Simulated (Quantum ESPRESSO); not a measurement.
Density of states of In2Au (Fm-3m, 3 atoms in the cell).

```xyz
3
Lattice="-3.2510 0.0000 3.2510 0.0000 3.2510 3.2510 -3.2510 3.2510 0.0000" Properties=species:S:1:pos:R:3 pbc="T T T"
Au     0.0000     0.0000     0.0000
In    -1.6255     1.6255     1.6255
In    -4.8765     4.8765     4.8765
```

Level of theory: PBEsol, PseudoDojo standard norm-conserving (PBESOL) pseudopotentials (plane waves; Quantum ESPRESSO 7.5).

SCF settings: ecutwfc = 80 Ry; occupations = smearing; smearing = gaussian; degauss = 0.0073499 Ry; potentials = {Au: Au.upf, In: In.upf}; K_POINTS = automatic 7 7 7 0 0 0; conv_thr = 1e-10 Ry. Keys of the DOS step: nscf.calculation = nscf; nscf.verbosity = high; nscf.occupations = tetrahedra_opt; nscf.nbnd = 30; nscf.startingwfc = random; nscf.diago_thr_init = 1e-06; nscf.K_POINTS = automatic 11 11 11 0 0 0; dos.x.fildos = dos.dat; dos.x.Emin = -15 eV; dos.x.Emax = 30 eV; dos.x.DeltaE = 0.1 eV.

The starting cell comes from a database of published, mostly measured structures (it also holds non-ambient and calculated ones), without a prior relaxation at this level. Spin-orbit coupling is off.

Total DOS (both spins), as means of the tabulated values in each energy bin; the zero is the program's Fermi level or highest filled level, and the curve is cut to this window:

(E (eV), states/eV/cell): (-7.75, 0.87); (-7.25, 0.72); (-6.75, 0.63); (-6.25, 9.76); (-5.75, 0.76); (-5.25, 5.22); (-4.75, 6.57); (-4.25, 1.40); (-3.75, 0.83); (-3.25, 0.99); (-2.75, 0.92); (-2.25, 0.91); (-1.75, 1.35); (-1.25, 1.19); (-0.75, 1.05); (-0.25, 1.01); (0.25, 0.98); (0.75, 0.95); (1.25, 0.90); (1.75, 1.09); (2.25, 1.67); (2.75, 0.98)

Around zero the curve holds about 1.0 states/eV/cell.
